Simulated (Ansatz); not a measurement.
System: Y (model structure, started from the diamond type, Fd-3m, No. 227, 2 atoms in the cell). Method: r²SCAN (plane waves, PAW; Ansatz, a program for electronic structure).

Numerical settings: plane-wave cutoff 560 eV, 14×14×14 k mesh, Fermi–Dirac smearing 0.05 eV, scalar-relativistic PAW data made under PBE.

Cell (relaxed at this level):

Y is taken in the cubic space group Fd-3m, origin choice 1 (No. 227), the diamond structure, Pearson symbol cF8. Lattice parameters: a = b = c = 6.920 Å, α = β = γ = 90.00°. Y on 8b has 4 Y at 2.996 Å (tetrahedral). (Neighbours: up to the widest gap in distance over summed covalent radii, below 1.35, at either atom.)
(The calculation used a cell of 2 atoms; values per cell refer to that cell.)

Problem. What does this level give for the bulk modulus?

Solution. 
- bulk modulus: 13.3 GPa

The run finds no gap.

Note: the bulk modulus is −V dP/dV from two relaxed cells at ±2 % in volume; the relaxation could raise the start's symmetry but not lower it, so the cell can be a saddle point.

Computed values are for the static lattice.

The result took about 50 core-seconds (a rough figure).

A model structure was made by putting elements into a prototype or built by hand; it is no filed structure, need not be a known phase, and can be a saddle point held by its symmetry.
